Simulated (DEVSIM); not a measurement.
System: Si p-i-n diode, at 300 K.

```csv
layer (left to right),material,thickness (μm),Nd (cm⁻³),Na (cm⁻³),τn (s),τp (s)
1,Si,1.20,-,1.1e17,3.6e-5,3.6e-5
2,Si,1.30,9.6e11,-,3.6e-5,3.6e-5
3,Si,0.390,5.4e17,-,3.6e-5,3.6e-5
```

Left contact: ohmic. Right contact: ohmic. Voltage is applied to the left contact. Recombination: SRH at mid-gap. Gap narrowing is on: ΔEg = 6.92 meV × (l + √(l² + 0.5)), l = ln(N/1.3e17 cm⁻³), shared equally by both band edges. Mobility is μmin + (μ − μmin)/(1 + (N/Nref)^α).

This is a model device: material constants are rounded textbook-type values typed into the input, and sizes, dopings and lifetimes were drawn at random. Values at 300 K.

```
parameter           Si
-------------  -------
gap (eV)         1.124
affinity (eV)     4.05
permittivity      11.7
Nc (cm⁻³)      2.86e19
Nv (cm⁻³)       3.1e19
μn (cm²/Vs)       1417
μp (cm²/Vs)        470
μn,min              52
μp,min              45
Nref,n          9.7e16
Nref,p          2.2e17
αn                0.68
αp                0.72
```

DEVSIM, 1D drift-diffusion, Boltzmann statistics, complete ionisation; no tunnelling, impact ionisation, image-force lowering or self-heating.

Question: Tabulate band edges, carrier densities and field at -20.0 V on the left contact.

Answer: Energies count from the Fermi level of the right contact; mesh points crowd at the junctions.

```csv
x (μm),Ec (eV),Ev (eV),n (cm⁻³),p (cm⁻³),field (V/cm)
0.000,20.974,19.854,1200,1.1e17,≈ 0
0.02976,20.974,19.854,1200,1.1e17,≈ 0
0.09027,20.974,19.854,1100,1.1e17,≈ 0
0.2273,20.974,19.854,980,1.1e17,≈ 0
0.6471,20.974,19.854,510,1.1e17,≈ 0
0.9609,20.974,19.854,160,1.1e17,≈ 0
1.099,20.967,19.847,< 1e2,8.3e16,-5700
1.181,20.509,19.389,< 1e2,1.7e9,-120000
1.204,20.189,19.066,< 1e2,6500,-150000
1.239,19.653,18.530,< 1e2,260,-150000
1.316,18.478,17.354,< 1e2,240,-150000
1.565,14.638,13.514,< 1e2,190,-150000
1.970,8.414,7.290,< 1e2,110,-150000
2.272,3.775,2.651,< 1e2,< 1e2,-150000
2.434,1.289,0.165,< 1e2,< 1e2,-150000
2.483,0.527,-0.597,4.0e10,< 1e2,-150000
2.508,0.171,-0.932,3.9e16,< 1e2,-86000
2.542,0.103,-1.000,5.4e17,< 1e2,-420
2.648,0.103,-1.000,5.4e17,170,≈ 0
2.778,0.103,-1.000,5.4e17,340,≈ 0
2.849,0.103,-1.000,5.4e17,430,≈ 0
2.890,0.103,-1.000,5.4e17,480,≈ 0
```
